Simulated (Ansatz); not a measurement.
The parent structure is an 8-atom supercell of ZnSe in the zinc blende structure (space group F-43m, No. 216; a = 5.733 Å) at its relaxed geometry.

All numbers come from PBE in Ansatz (plane waves to 420 eV, PAW, spin-orbit coupling left out), earlier PAW set.

For the base:

```
Quantity   Result
--------  -------
Pressure  0.0 GPa
```

One thing is altered: one Zn atom is replaced by Se, atoms relaxed at fixed cell, starting from a slightly rattled geometry.

Predict the new largest displacement of a host atom from its site in the perfect cell.

The largest displacement of a host atom from its site in the perfect cell is 0.30 Å.

Predict the new pressure.

The pressure goes from zero to 3.1 GPa.

What happens to the shift of the substituted atom off its lattice site?

The shift of the substituted atom off its lattice site is 0.86 Å.

The magnetic state is the one reached from the starting moments; the real material's order can differ, and small cells can't hold many antiferromagnetic ones. The cell is small, so the values are those of an ordered compound at a high defect concentration; dilute-limit values will differ. Seeded moments were not kept for Se on a Zn site (antisite). The defect cell is spin-polarised and ends with 0.0 μB.

Ansatz is a program for electronic structure.
